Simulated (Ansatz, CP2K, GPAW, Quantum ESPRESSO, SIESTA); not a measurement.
# SbPt (P6_3/mmc, 4 atoms in the cell) computed with different codes at matched settings

Self-consistent single point.

```
CELL_PARAMETERS angstrom
      4.10768     0.00000     0.00000
     -2.05384     3.55735     0.00000
      0.00000     0.00000     5.44670
ATOMIC_POSITIONS crystal
  Sb 0.66667 0.33333 0.75000
  Sb 0.33333 0.66667 0.25000
  Pt 0.00000 0.00000 0.50000
  Pt 0.00000 0.00000 0.00000
```

Shared settings, as Ansatz (a quantum-chemistry and plane-wave program) writes them: kpoints.mp_grid.grid = 8 8 5; scf.occupations.method = fermi_dirac; scf.occupations.width = 0.0073 Ry. Potentials and cutoffs stand in the table.

```csv
code,model,pressure (GPa),cutoff
CP2K,"PBEsol, GPW, DZVP-MOLOPT-SR-GTH basis, GTH-PBE potentials (GTH_POTENTIALS)",10.25,grid 500 Ry
Ansatz,"PBEsol, PAW files made with PBE",5.30,default
Quantum ESPRESSO,"PBEsol, SSSP 1.1.2 efficiency (PBE) pseudopotentials",5.23,40 Ry
SIESTA,"GGA PBEsol, numerical atomic orbitals DZP, PseudoDojo PBEsol standard norm-conserving potentials (rewritten from UPF to PSML)",8.80,grid 300 Ry
GPAW,"PBEsol, GPAW PAW datasets PBEsol (made by gpaw-setup)",4.70,600 eV
```

On Ansatz's run: spin-orbit coupling is off. Spin polarisation is off.

The spread over the programs that give each value: pressure within 5.55 GPa.

CP2K and SIESTA use small atom-centred bases, whose incompleteness enters pressures, forces and empty levels differently from a plane-wave cutoff. Ansatz's pressure is given at a fixed set of plane waves, as the other plane-wave codes print theirs; with its correction for the finite basis it is 5.34 GPa. In the pressure, CP2K (by 5.03) and SIESTA (by 3.57) lie more than 1 GPa from the median of the plane-wave programs.

The starting cell comes from a database of computed structures (which also holds hypothetical and non-ambient phases and stackings), without a prior relaxation at this level. Its lattice was rescaled by a random factor within 2.5 % of one.

Left out of this page: Elk and FLEUR (not drawn, or without a comparable value).

Keys are those of Ansatz 0.2.
